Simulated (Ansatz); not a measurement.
The parent structure is Re in the hcp (Mg type) structure (space group P6_3/mmc, No. 194).

```
CELL_PARAMETERS angstrom
      2.75083     0.00000     0.00000
     -1.37541     2.38229     0.00000
      0.00000     0.00000     4.44144
ATOMIC_POSITIONS crystal
  Re 0.33333 0.66667 0.75000
  Re 0.66667 0.33333 0.25000
```

Cartesian axes are those of the cell as printed.

All numbers come from Kohn–Sham DFT with the PBEsol functional, run in Ansatz (a program for electronic structure) with PAW and 420 eV plane waves, without spin-orbit coupling.

Before the change:

The pressure is 0.0 GPa and the band gap comes out as zero.

One thing is altered: tensile biaxial strain of 0.65 % in the plane normal to [001], as in epitaxy on a mismatched substrate; the out-of-plane cell vector and the atoms relax.

Task: What happens to the pressure and band gap?

Result: The pressure (mean of the normal stresses, compression positive) goes from zero to -3.2 GPa; the band gap remains zero.

Without a gap, meshes like the base's 19×19×11 leave anisotropic stresses uncertain by several tenths of a GPa, and small strain energies with them. Stability against distortions was not tested. All final runs are without spin polarisation.
